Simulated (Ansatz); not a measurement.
Worked example: relaxation of the atoms of Ti3In (P3m1, 8 atoms in the cell) in Ansatz (an electronic-structure program).

Level of theory: LDA (PW92), default PAW files made with PBE (plane waves; Ansatz).

The change in words: one atom moved by 0.15 angstrom; relax: default → atoms; relax.f_tol: default → 0.001 eV/Å. Reference geometry:
```
Ti3In
1.0
    5.92065     0.00000     0.00000
   -2.96032     5.12743     0.00000
    0.00000     0.00000     4.78828
Ti In
6 2
Direct
  0.16521   0.33042   0.25000
  0.83479   0.66958   0.75000
  0.83479   0.16521   0.75000
  0.16521   0.83479   0.25000
  0.66958   0.83479   0.25000
  0.33042   0.16521   0.75000
  0.33333   0.66667   0.75000
  0.66667   0.33333   0.25000
```

Reference input (self-consistent single point, DFT, LDA (PW92), plane waves, default PAW files made with PBE): basis.ecutwfc = 420 eV; kpoints.mp_grid.grid = 5 5 5; hamiltonian.xc = lda; hamiltonian.pseudopotentials = {kind: paw} (the program's default PAW files); scf.occupations.method = fermi_dirac; scf.occupations.width = 0.1 eV. This run's input differs from it in these lines:

```diff
@@ -12,3 +12,3 @@
     - { symbol: Ti, position: [0.330420, 0.165210, 0.750000] }
-    - { symbol: In, position: [0.333333, 0.666667, 0.750000] }
+    - { symbol: In, position: [0.333333, 0.666667, 0.781326] }
     - { symbol: In, position: [0.666667, 0.333333, 0.250000] }
@@ -27,2 +27,4 @@
     width: 0.1
+relax:
+  f_tol: 0.001
 output:
```

Log, with long lists cut:

```
   [... SCF lines of the steps left out ...]
relax step   1: F+E_penalty+E_count = -25617.43958033 eV  Δ(F+E_penalty+E_count) = +0.000e0 eV  max|allowed force component| = 1.180e0 eV/Å  Δτ_max = 0.0000 Å  (7 SCF iters, dr2 threshold 1.00e-7 eV, accepted)
relax step   2: F+E_penalty+E_count = -25617.50672593 eV  Δ(F+E_penalty+E_count) = -6.715e-2 eV  max|allowed force component| = 6.099e-1 eV/Å  Δτ_max = 0.1972 Å  (6 SCF iters, dr2 threshold 8.70e-5 eV, accepted)
relax step   3: F+E_penalty+E_count = -25617.53200570 eV  Δ(F+E_penalty+E_count) = -2.528e-2 eV  max|allowed force component| = 1.758e-3 eV/Å  Δτ_max = 0.0658 Å  (6 SCF iters, dr2 threshold 2.32e-5 eV, accepted)
relax step   4: F+E_penalty+E_count = -25617.53200573 eV  Δ(F+E_penalty+E_count) = -3.024e-8 eV  max|allowed force component| = 1.787e-3 eV/Å  Δτ_max = 0.0000 Å  (8 SCF iters, accepted)
relax step   5: F+E_penalty+E_count = -25617.53200287 eV  Δ(F+E_penalty+E_count) = +2.866e-6 eV  max|allowed force component| = 3.797e-3 eV/Å  Δτ_max = 0.0008 Å  (6 SCF iters, rejected (line search))
relax step   6: F+E_penalty+E_count = -25617.53200753 eV  Δ(F+E_penalty+E_count) = -1.799e-6 eV  max|allowed force component| = 3.047e-5 eV/Å  Δτ_max = 0.0003 Å  (6 SCF iters, accepted)
the relaxation is at rest under the 6 symmetry operations that the run kept from its start: a minimum is not shown …
Free energy (F): -25617.532008 eV
Internal energy: -25617.241522 eV  (E = F + TS)
E sigma→0 (E₀):  -25617.386765 eV
Entropy (-TS):   -0.290486 eV (-36.311 meV/atom)
Fermi energy:    12.972760 eV
--- Forces (eV/Å), atoms counted from 1 ---
  atom   1  Ti    -0.00000000    -0.00002101     0.00002582
  atom   2  Ti     0.00000000     0.00002988    -0.00001989
  atom   3  Ti     0.00002587    -0.00001494    -0.00001989
  atom   4  Ti    -0.00001819     0.00001050     0.00002582
  atom   5  Ti     0.00001819     0.00001050     0.00002582
   [... lines left out ...]
    - { symbol: Ti, position: [0.672623218455433, 0.8363116092277163, 0.25391421417551674] }
    - { symbol: Ti, position: [0.3273770117623434, 0.1636885058811717, 0.7539171609729751] }
    - { symbol: In, position: [0.33333333333333326, 0.6666666666666666, 0.753914326804466] }
    - { symbol: In, position: [0.6666666666666666, 0.3333333333333333, 0.253917547750058] }
```

The run converged.  The full log also holds: “iter 5 did not close the SCF: its close was put off for the readings that it lacked (scf_convergence_deferred on its scf_iter line)”. The full log also holds: “iter 4 did not close the SCF: its close was put off for the readings that it lacked (scf_convergence_deferred on its scf_iter line)”.

Summary of the result:
```
Property                                                  Value
-----------------------------------------------  --------------
Free energy E − TS (on the zero of these files)  -25617.5320 eV
Fermi level (on the code's own zero)                   12.97 eV
Pressure                                              -8.02 GPa
Relaxation steps                                              6
```

The starting cell comes from a database of computed structures (which also holds hypothetical and non-ambient phases and stackings), without a prior relaxation at this level. Its lattice was rescaled by up to half a per cent. For this run, on top of that: one atom moved by 0.15 angstrom. Spin polarisation is off. The relaxation keeps the symmetry of its start, so its end need not be a minimum. Ansatz's pressure includes its estimate of the finite-basis (Pulay) stress.

Cost on one core of a shared machine: roughly 90 s.

Keys are those of Ansatz 0.2.
